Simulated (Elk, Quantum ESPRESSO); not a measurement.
An Elk input for a self-consistent single point of Mg₆ZnB (Amm2, 8 atoms in the cell) (DFT, PBEsol, all-electron FP-LAPW, Elk's shipped species files, APW+lo basis with extra local orbitals):

```
tasks
  0

xctype
  22

rgkmax
  8.0

gmaxvr
  16.0

nxlo
  2

lorbcnd
  .true.

lmaxi
  2

swidth
  0.00367493

maxscl
  100

scale
  7.34271983

avec
    1.0000000000    0.0000000000    0.0000000000
    0.0000000000    1.0416010397    1.2571919395
    0.0000000000   -1.0416010397    1.2571919395

atoms
  3
  'Mg.in'
  6
  0.5000000000  0.9535100000  0.3102100000    0.0 0.0 0.0
  0.5000000000  0.3102100000  0.9535100000    0.0 0.0 0.0
  0.5000000000  0.8725100000  0.8725100000    0.0 0.0 0.0
  0.0000000000  0.6167400000  0.1536800000    0.0 0.0 0.0
  0.0000000000  0.1536800000  0.6167400000    0.0 0.0 0.0
  0.0000000000  0.6403600000  0.6403600000    0.0 0.0 0.0
  'Zn.in'
  1
  0.5000000000  0.4296400000  0.4296400000    0.0 0.0 0.0
  'B.in'
  1
  0.0000000000  0.0233700000  0.0233700000    0.0 0.0 0.0

ngridk
  5 3 3
```

Problem. Give the Quantum ESPRESSO input for the same structure, mesh, smearing and functional.

Solution. This is the input that was run; spellings and numerical settings could be chosen otherwise.

```fortran
&CONTROL
  calculation = 'scf',
  outdir = './out',
  pseudo_dir = './',
  tprnfor = .true.,
  tstress = .true.,
/
&SYSTEM
  ibrav = 0,
  nat = 8,
  ntyp = 3,
  ecutwfc = 85,
  occupations = 'smearing',
  smearing = 'fermi-dirac',
  degauss = 0.0073499,
/
&ELECTRONS
  conv_thr = 1.0d-9,
  mixing_beta = 0.3,
/
ATOMIC_SPECIES
Mg    24.3050  Mg.upf
Zn    65.3800  Zn.upf
B     10.8100  B.upf
CELL_PARAMETERS {angstrom}
   3.88560000     0.00000000     0.00000000
   0.00000000     4.04724500     4.88494500
   0.00000000    -4.04724500     4.88494500
ATOMIC_POSITIONS {angstrom}
Mg    1.94280000    2.60359271    6.17320269
Mg    1.94280000   -2.60359271    6.17320269
Mg    1.94280000    0.00000000    8.52432672
Mg    0.00000000    1.87411727    3.76345933
Mg    0.00000000   -1.87411727    3.76345933
Mg    0.00000000    0.00000000    6.25624676
Zn    1.94280000    0.00000000    4.19753554
B     0.00000000    0.00000000    0.22832233
K_POINTS {automatic}
5 3 3  0 0 0
```

Basis settings and potentials, where a program has them, do not carry over. This input uses DFT, PBEsol, plane waves, PseudoDojo standard norm-conserving (PBESOL) pseudopotentials.

The starting cell comes from a database of computed structures (which also holds hypothetical and non-ambient phases and stackings), without a prior relaxation at this level.
